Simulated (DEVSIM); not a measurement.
System: Ti/SiO2/p-Si capacitor, at 300 K.

```tsv
layer (left to right)	material	thickness (nm)	Na (cm⁻³)
1	SiO2	5.30	-
2	Si	420	1.9e18
```

Metal gate on the left, work function 4.33 eV. Fixed charge at the semiconductor interface 1e11 cm⁻² (in units of +e); interface traps 1.9e12 cm⁻² eV⁻¹, uniform in energy, neutral level at 0.7 of the gap above the valence band.

This is a model device: material constants are rounded textbook-type values typed into the input, and sizes, dopings and lifetimes were drawn at random. Values at 300 K.

| parameter | SiO2 | Si |
|---|---|---|
| gap (eV) | 9 | 1.124 |
| affinity (eV) | 0.9 | 4.05 |
| permittivity | 3.9 | 11.7 |
| Nc (cm⁻³) | - | 2.86e19 |
| Nv (cm⁻³) | - | 3.1e19 |

Simulated with DEVSIM: 1D Poisson equation in equilibrium, Boltzmann statistics, complete ionisation; no quantum confinement or tunnelling. Metal contacts follow the ideal Schottky-Mott rule: no Fermi-level pinning, no interface dipoles.

The gate work function was swept, all else fixed.

```tsv
gate work function (eV)	flat-band voltage (V)
4.03	-1.43
4.18	-1.28
4.33	-1.13
4.48	-0.98
4.63	-0.83
```

From the first row to the last the flat-band voltage goes from -1.43 to -0.83.
